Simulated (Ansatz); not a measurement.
Base system: KF in the rock salt structure (space group Fm-3m, No. 225; a = 5.3068 Å). Axes: x, y, z lie along the cube axes.

Calculations: Ansatz (a program for electronic structure) PBEsol, scalar-relativistic without spin-orbit coupling.

Base values:

| Quantity | Result |
|---|---|
| Band gap | 6.15 eV |
| Electron mass | 0.54 mₑ (at Γ) |
| Valence-band top at Γ | 0.00, 0.00, 0.00 eV |

One thing is altered: a pure shear with ε_xy = ε_yx = 0.0114; the atoms relax in the strained cell.

Question: Predict the new band gap, electron mass, stress, energy relative to the base and valence-band top at Γ.

Answer: The band gap drops by 0.01 eV, from 6.15 eV to 6.14 eV; the electron mass is still 0.54 mₑ (at Γ); the stress (xx, yy, zz, yz, xz, xy; compression positive) is (-0.01, -0.01, -0.02, 0.00, 0.00, -0.31) GPa; the energy rises by 0.4 meV/atom; the valence-band top at Γ (three highest levels, from the VBM) goes from 0.00, 0.00, 0.00 eV to 0.00, -0.01, -0.02 eV.

Effective masses come from finite differences of ±0.01 Å⁻¹. Stability against distortions was not tested.
